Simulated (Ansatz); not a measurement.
## CdS, response to strain

The parent structure is CdS in the zinc blende structure (space group F-43m, No. 216; a = 5.757 Å).

Strains are applied to the cell and any free atomic positions relax.

Computed with LDA (Ansatz, an electronic-structure program; PAW; 420 eV plane waves; scalar-relativistic without spin-orbit coupling).

Candidates:
(a) isotropic strain −1.50 %
(b) isotropic strain +2.50 %
(c) isotropic strain −0.50 %
(d) isotropic strain +2.00 %
(e) isotropic strain +1.00 %

Before the change:

```
Quantity    Value
--------  -------
Band gap  0.95 eV
```

Question: Order them by band gap, lowest first.

Answer: (b) isotropic strain +2.50 % (0.79 eV), (d) isotropic strain +2.00 % (0.82 eV), (e) isotropic strain +1.00 % (0.88 eV), (c) isotropic strain −0.50 % (0.98 eV), (a) isotropic strain −1.50 % (1.04 eV)

Gaps are Kohn–Sham eigenvalue differences; semilocal functionals usually give less than the measured gap. No phonon test of stability was made.
